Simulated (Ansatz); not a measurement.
Consider SnS2 in the CdI2 type structure (space group P-3m1, No. 164; layered, stacked along the Cartesian z axis).

```xyz
3
Lattice="3.6260 0.0000 0.0000 -1.8130 3.1402 0.0000 0.0000 0.0000 5.5735" Properties=species:S:1:pos:R:3 pbc="T T T"
Sn     0.0000     0.0000     0.0000
S      0.0000     2.0935     1.4738
S      1.8130     1.0467     4.0997
```

Cartesian axes are those of the cell as printed.

The values are results of PBEsol-D3(BJ)/PAW in Ansatz (a first-principles code), spin-orbit coupling left out, not measurements.

For the base:

The smallest direct gap comes out as 1.58 eV. The pressure is 0.00 GPa.

Modification: the symmetric strain tensor [0.0293 -0.0119 -0.0082; -0.0119 0.0220 0.0106; -0.0082 0.0106 -0.0091], atoms relaxed at fixed cell.

### Question
Estimate the effect on the smallest direct gap, energy relative to the base and pressure.

### Answer
The smallest direct gap decreases by 0.57 eV to 1.01 eV; the energy goes up by 16 meV/atom; the pressure (mean of the normal stresses, compression positive) goes from zero to -2.78 GPa.

Stability against distortions was not tested.
